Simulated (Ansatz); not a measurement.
The parent structure is Ge in the diamond structure (space group Fd-3m, No. 227; a = 5.674 Å). Axes: x, y, z lie along the cube axes.

Level of theory: plane-wave PAW DFT at the r2SCAN level (Ansatz, an electronic-structure program, 500 eV), spin-orbit coupling left out.

The change: the cell is scaled by 0.9950 in all directions; the atoms relax in the strained cell.

**Question.** Predict the stress tensor and what it implies for the stiffness.

**Answer.** Stress of the strained cell less that of the base (GPa, compression positive):
```
   1.11    0.00    0.00
   0.00    1.11    0.00
   0.00    0.00    1.11
```

Then B = −ΔP/(ΔV/V₀) with ΔV/V₀ = -0.0149 gives secant stiffness values (nonlinear terms included at this strain): B ≈ 74 GPa.

Stability against distortions was not tested. The real Ge has an indirect gap at ambient pressure; r2SCAN orders its close-lying valleys differently.
